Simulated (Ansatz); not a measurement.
**BP, element substitutions**

The reference is BP in the zinc blende structure (space group F-43m, No. 216; a = 4.537 Å).

Each row replaces one element on all its sites; cell and atoms are relaxed.

Method: r2SCAN (Ansatz, a first-principles code), no spin-orbit coupling.

Task: Only one of these keeps a band gap. Which?
A. B → Ag
B. B → Hg
C. B → In

Result: C, B → In. Computed: B → In: 1.03 eV; B → Ag: zero; B → Hg: zero

Stability against distortions was not tested. As relaxed here, AgP and HgP are hypothetical phases, not in the database extracts checked. The final runs are not spin-polarised. An odd electron count without spin: HgP.
